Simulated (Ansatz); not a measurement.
An Ansatz (an electronic-structure program) input (plane-wave PAW DFT at the PBE level (Ansatz, 420 eV), spin-orbit coupling left out, earlier PAW set):

Ansatz 0.2 input:
```yaml
crystal:
  lattice:
    - [-2.6397459581, 2.6397459581, 2.6397459581]
    - [2.6397459581, -2.6397459581, 2.6397459581]
    - [2.6397459581, 2.6397459581, -2.6397459581]
  atoms:
    - { symbol: K, position: [0, 0, 0] }
basis: { ecutwfc: 420, ecutrho_ratio: 4, xc_grid: 2, fft_grid_basis: typed }
kpoints: { mp_grid: { grid: [13, 13, 13] } }
hamiltonian:
  xc: pbe
  dispersion: none
  pseudopotentials: { azcp: { folder: ./paw }, kind: paw }
scf: { occupations: { method: fermi_dirac, width: 0.05 }, convergence: { dr2_threshold: 0.0000000001 } }
output: { forces: true, stress: true }
checkpoint: { write: state.ck, write_every: 1000 }
```

Q: Which symmetry and how many k-points will the program report, and about how many plane waves at Γ?

A: Space group Im-3m (ITA 229) with 48 operations, k-points 84 of 2197, and 1433 plane waves at Γ.

Stability against distortions was not tested. The cell is K in the bcc (W type) structure (space group Im-3m, No. 229).
